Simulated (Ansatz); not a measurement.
Formation energy of the bound charge states of Sn_Si in alpha quartz (start: the Si site; 72-site cell, 2×2×2 Γ-centred sampling) against the Fermi level, O-rich (Δμ(Si) = -8.33 eV, Δμ(Sn) = -4.88 eV, bounded by SnO2 (Pnnm); only phases computed here count, gases as isolated molecules at 0 K). Calculation: PBE, PAW (plane waves to 420 eV; Ansatz, a first-principles code).

Details: 72-site cell; 2×2×2 Γ-centred k-points; host gap 5.68 eV; charged states image-corrected; no spin–orbit coupling; energies good to tenths of an eV; flagged in the runs: a doubtful potential alignment, a host whose relaxation on this sampling wasn't shown to rest, a strain field that reaches the edge of the cell.

Left out: charge +1 (carrier in host band states).

| E_F − E_VBM (eV) | q = 0 | q = −1 |
|---|---|---|
| 0.00 | 1.34 | 5.95 |
| 0.71 | 1.34 | 5.24 |
| 1.42 | 1.34 | 4.53 |
| 2.13 | 1.34 | 3.82 |
| 2.84 | 1.34 | 3.11 |
| 3.55 | 1.34 | 2.40 |
| 4.26 | 1.34 | 1.69 |
| 4.97 | 1.34 | 0.98 |
| 5.68 | 1.34 | 0.27 |

Crossings of the lowest lines: (0/−1) at 4.61 eV.
